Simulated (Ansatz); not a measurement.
**Carrier properties of SnO$_{2}$ (P4_2/mnm)**

Data:

```yaml
crystal:
  lattice:
    - [4.76895, 0.00000, 0.00000]
    - [0.00000, 4.76942, 0.00000]
    - [0.00000, 0.00000, 3.21200]
  atoms:
    - { symbol: Sn, position: [0.50000, 0.50000, 0.50000] }
    - { symbol: Sn, position: [0.00000, 0.00000, 0.00000] }
    - { symbol: O, position: [0.30621, 0.30635, 0.00000] }
    - { symbol: O, position: [0.69379, 0.69365, 0.00000] }
    - { symbol: O, position: [0.80621, 0.19365, 0.50000] }
    - { symbol: O, position: [0.19379, 0.80635, 0.50000] }
```

Method: r2SCAN, rigid bands (plane waves, PAW, scalar-relativistic; Ansatz, a quantum-chemistry and plane-wave program). Condition of this run: functional r2SCAN on the same cell. How the cell was made: cell and atoms relaxed with PBEsol.

| Quantity | Value |
|---|---|
| band gap | 1.68 eV |
| electron conductivity mass (300 K, dilute) | 0.23 (x), 0.23 (y), 0.196 (z) mₑ |
| hole conductivity mass (300 K, dilute) | 1.47 (x), 1.46 (y), 1.96 (z) mₑ |
| effective density of states N_c (300 K) | 2.4e18 cm⁻³ |
| effective density of states N_v (300 K) | 4.7e19 cm⁻³ |
| density-of-states mass, electrons | 0.21 mₑ |
| density-of-states mass, holes | 1.53 mₑ |
| Seebeck coefficient, n-type 1e19 cm⁻³, 300 K | -123 μV/K |
| best n-type power factor at 300 K for τ = 10 fs (best axis; densities from 1e16 to 1e21 cm⁻³ tried, whether or not they can be reached) | 2.1 μW/(cm·K²) at 1e19 cm⁻³ |
| Seebeck coefficient, p-type 1e19 cm⁻³, 300 K | 350 μV/K |
| best p-type power factor at 300 K for τ = 10 fs (best axis; densities from 1e16 to 1e21 cm⁻³ tried, whether or not they can be reached) | 5.1 μW/(cm·K²) at 1e20 cm⁻³ |

Rigid bands; masses and Seebeck coefficients take one relaxation time τ for all states and one kind of carrier; polarons and phonon drag are left out. Spin-orbit coupling is left out; where it splits the top of the valence band, N_v and the p-type Seebeck coefficient come out somewhat high without it. Geometry: cell and atoms relaxed with PBEsol.
